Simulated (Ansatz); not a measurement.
## Effect of biaxial strain −2.00 %, plane normal [001], relaxed out of plane on Mg2Sn

Take Mg2Sn (space group Fm-3m, No. 225; a = 6.6638 Å; relaxed with 0.1 eV smearing) as the base. Axes: x, y, z lie along the cube axes.

It is then changed as follows: biaxial strain −2.00 %, plane normal [001], relaxed out of plane (Cartesian); in-plane vectors clamped, the third vector and the atoms free.

The values are results of DFT with LDA, PAW potentials and a 420 eV plane-wave cutoff in Ansatz (a first-principles code), without spin-orbit coupling, not measurements. Settings: 15×15×15 k-points, 0.1 eV Fermi–Dirac smearing.

```json
[
 {"quantity": "space group", "base": "Fm-3m (No. 225)", "changed": "I4/mmm (No. 139)", "shift": "–"},
 {"quantity": "shortest interatomic distance", "base": "288.6 pm", "changed": "286.2 pm", "shift": "-2.4 pm"},
 {"quantity": "energy relative to the base (free energy F)", "base": "0 meV/atom", "changed": "+5.8 meV/atom", "shift": "+5.8 meV/atom"},
 {"quantity": "band gap", "base": "zero", "changed": "zero", "shift": "–"},
 {"quantity": "out-of-plane strain", "base": "–", "changed": "+1.48 %", "shift": "–"},
 {"quantity": "ratio −ε⊥/ε∥", "base": "–", "changed": "0.74", "shift": "–"},
 {"quantity": "mean in-plane stress (compression positive)", "base": "–", "changed": "+1.9 GPa", "shift": "–"}
]
```

Stability against distortions was not tested.
